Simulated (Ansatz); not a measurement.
The starting structures come from a database of crystals and need not be the phases stable at ambient conditions.

Inside the gap of an insulator the Bloch states are evanescent, with a wavenumber k + iκ along the transport direction.

Input:

```xyz
18
Lattice="3.7067 0.0000 0.0000 0.0000 16.3440 0.0000 0.0000 8.1720 4.7181" Properties=species:S:1:pos:R:3 pbc="T T T"
Cs     1.8533     4.6563     2.6883
Cs     1.8533    11.6877     2.6883
Cs     1.8533    16.3440     4.0596
Al     0.0000    14.5632     1.0282
Al     0.0000     8.1720     2.6618
Al     0.0000     1.7808     1.0282
F      1.8533    14.6270     0.9913
F      1.8533     8.1720     2.7355
F      1.8533     1.7170     0.9913
F      0.0000    14.1790     2.7417
F      0.0000     6.8801     1.4723
F      0.0000     3.4569     0.5041
F      0.0000    18.5090     2.7417
F      0.0000     9.4639     1.4723
F      0.0000    12.8871     0.5041
F      0.0000     6.9071     3.9878
F      0.0000     9.4369     3.9878
F      0.0000    16.3440     1.4606
```

Space group of this cell: P-62m. The cell is taken as given.

Transport runs along the normal of the first two printed cell vectors, the (110) plane of the conventional cell.

The gap is the functional's own. No spin-orbit coupling. Mid-gap values are interpolated on the energy grid.

Task: Predict the band gap and the smallest decay constant κ at mid-gap from r2SCAN (Ansatz, a first-principles code).

Result: Gap 8.12 eV on a 8×6×6 mesh; κ = 0.545 1/Å, at the zone centre.
